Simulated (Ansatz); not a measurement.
Here is the system:

```yaml
crystal:
  lattice:
    - [3.99095, 0.00000, 0.00000]
    - [0.00000, 3.99095, 0.00000]
    - [0.00000, 0.00000, 3.99095]
  atoms:
    - { symbol: Sr, position: [0.00000, 0.00000, 0.00000] }
    - { symbol: Ti, position: [0.50000, 0.50000, 0.50000] }
    - { symbol: O, position: [0.50000, 0.00000, 0.50000] }
    - { symbol: O, position: [0.00000, 0.50000, 0.50000] }
    - { symbol: O, position: [0.50000, 0.50000, 0.00000] }
```

The cell is strained (all lengths scaled by 1.02); by r2SCAN it stands under a pressure of -10.5 GPa.

Transport runs along the normal of the first two printed cell vectors, the (001) plane of the conventional cell.

The gap is the functional's own, uncorrected, and κ follows it; spin-orbit coupling is left out. Mid-gap means the computed energy nearest the middle.

Task: Give the band gap and the smallest decay constant κ at mid-gap that r2SCAN (Ansatz, a first-principles code) yields.

Result: Gap 2.11 eV on a 8×8×8 mesh; κ = 0.255 1/Å, at the zone centre.
